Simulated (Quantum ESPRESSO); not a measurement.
Troubleshooting Quantum ESPRESSO: a failed run on Sr3Pb (Pm-3m, 4 atoms in the cell). The aim is a self-consistent single point with DFT, PBEsol, plane waves, GBRV 1.5 ultrasoft (PBESOL) pseudopotentials.

Cell that was meant: a = 5.4109 Å, b = 5.4109 Å, c = 5.4109 Å, α = 90.00°, β = 90.00°, γ = 90.00°.

Part of the input:

```fortran
/
ATOMIC_SPECIES
Sr    87.6200  sr_pbesol_v1.uspp.F.UPF
Pb   207.2000  pb_pbesol_v1.uspp.F
ATOMIC_POSITIONS crystal
Sr    0.5000000000    0.0000000000    0.5000000000
Sr    0.0000000000    0.5000000000    0.5000000000
```

The program printed (abridged):

```
 %%%%%%%%%%%%%%%%%%%%%%%%%%%%%%%%%%%%%%%%%%%%%%%%%%%%%%%%%%%%%%%%%%%%%%%%%%%%%%
     Error in routine readpp (1):
     file ./pb_pbesol_v1.uspp.F not found
 %%%%%%%%%%%%%%%%%%%%%%%%%%%%%%%%%%%%%%%%%%%%%%%%%%%%%%%%%%%%%%%%%%%%%%%%%%%%%%

     stopping ...
```

Question: Read the log: what does the program object to, and what is the fix?

Answer: The fault is a potential or basis that cannot be found. The input names a file or set that is not where the program looks, or that does not exist under that name. To fix it, correct the name or place the file. The program stopped before any SCF iteration.

The sound input it was made from differs as follows (other fixes are possible):
```diff
-Pb   207.2000  pb_pbesol_v1.uspp.F
+Pb   207.2000  pb_pbesol_v1.uspp.F.UPF
```

With that input, the run converged in 12 iterations: free energy E − TS -5090.7838 eV; Fermi level (on the code's own zero) 7.30 eV; pressure -1.01 GPa (DFT, PBEsol, plane waves, GBRV 1.5 ultrasoft (PBESOL) pseudopotentials).

On the sound input: the starting cell comes from a database of computed structures (which also holds hypothetical and non-ambient phases and stackings), without a prior relaxation at this level.
